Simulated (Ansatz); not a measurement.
Start from Re in the diamond structure (space group Fd-3m, No. 227; a = 5.6520 Å; a hypothetical phase, not in the database extracts checked; relaxed with 0.1 eV smearing). Axes: x, y, z lie along the cube axes.

Calculations: PBE/PAW in Ansatz (a quantum-chemistry and plane-wave program), no SOC.

A first run, uniaxial strain ε_zz = −1.69 %, gives secant values C11 ≈ 200 GPa and C12 ≈ 180 GPa from its stress. A second run applies isotropic strain +2.99 %.

Problem. What does linear elasticity predict for the bulk modulus −ΔP/(ΔV/V₀) in the second run, and what does the run give?

Solution. Linear elasticity: (C11 + 2 C12)/3 = 190 GPa. The run gives 140 GPa; any difference comes from nonlinear terms at these strains and numerical noise.

Stability against distortions was not tested. The final runs are not spin-polarised.
